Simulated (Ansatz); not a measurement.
V3Mo (Fm-3m), PBEsol, DFPT electron-phonon coupling, linearised Boltzmann equation in Ansatz (a first-principles code): λ = 0.850, ħω_log = 18.3 meV.

Evaluate Tc = (ω_log/1.2) exp[−1.04(1+λ)/(λ − μ*(1+0.62λ))] at μ* = 0.13 and set it beside the Eliashberg results.

ω_log = 212 K and the exponent is −2.95, so Tc ≈ 9.23 K. With Allen and Dynes's correction factors the run gives 9.67 K; the anisotropic Eliashberg equations give Tc 8.9 K (μ* referred to 23 meV).

A metal at this level (no band gap). The phonons are harmonic. Spin-orbit coupling is left out. Spin fluctuations, which work against superconductivity with these elements, are left out. For metals of groups 4 to 10, Tc at these values of μ* can lie well above the measured one. Halving the electron mesh (24x24x24) moves the coupling by up to 1 %, Tc by up to 3 %. Smearing 0.20 eV; phonons on a 4x4x4 q mesh, which this run doesn't test.

Computed structure, not matched to a measured one here, so possibly hypothetical: V3Mo (Fm-3m). Treated as nonmagnetic (a ferromagnetic start lost its moment, other orders weren't tried): V3Mo (Fm-3m).
